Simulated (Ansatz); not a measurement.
The starting structures come from a database of crystals and need not be the phases stable at ambient conditions.

Inside the gap of an insulator the Bloch states are evanescent, with a wavenumber k + iκ along the transport direction.

```
CELL_PARAMETERS angstrom
      4.24370     0.00000     0.00000
     -2.12185     3.67515     0.00000
      0.00000     0.00000     6.98836
ATOMIC_POSITIONS crystal
  Cu 0.66667 0.33333 0.87268
  Cu 0.33333 0.66667 0.37268
  I  0.66667 0.33333 0.50232
  I  0.33333 0.66667 0.00232
```

The cell is taken as given.

Transport runs along the normal of the first two printed cell vectors, the (001) plane of the conventional cell.

The gap is the functional's own, uncorrected, and κ follows it; spin-orbit coupling is left out. Mid-gap means the computed energy nearest the middle.

Question: Compute, with r2SCAN run with Ansatz (a first-principles code), the band gap and the smallest decay constant κ at mid-gap.

Answer: Gap 1.73 eV on a 12×12×6 mesh; κ = 0.143 1/Å, at the zone centre.
